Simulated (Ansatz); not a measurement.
System: quartz-high SiO2 (high-temperature phase). Method: r²SCAN-D4 (plane waves, PAW; Ansatz, a quantum-chemistry and plane-wave program).

Run with plane-wave cutoff 560 eV, 12×12×6 k mesh (along the axes of the cell as run), Fermi–Dirac smearing 0.01 eV, scalar-relativistic PAW data made under PBE.

A third-order Birch–Murnaghan fit to the energies gives V0 = 13.612 Å³/atom, B0 = 140 GPa, B′ = 2.1.

| V (Å³/atom) | P (GPa) |
|---|---|
| 13.068 | … |
| 13.340 | … |
| 13.612 | 0.00 |
| 13.884 | … |
| 14.157 | … |

**Question.** Estimate the withheld pressures from this fit; the answers are the runs' own values.

**Answer.** 
- 13.068, P (GPa): 5.97
- 13.340, P (GPa): 2.88
- 13.884, P (GPa): -2.70
- 14.157, P (GPa): -5.27

The formula P = (3/2) B0 (x^(7/3) − x^(5/3)) [1 + (3/4)(B′ − 4)(x^(2/3) − 1)] with x = V0/V meets the computed pressures within 0.02 GPa when these rounded values are put in.

Shape and atoms are relaxed at each volume.

Note: symmetry holds this phase in the static calculation, where it need not be a minimum; held by symmetry at 0 K, a high-temperature phase can be a saddle point; the bulk modulus comes from volumes at which shape and atoms were relaxed.

Static lattice: no zero-point or thermal effects.
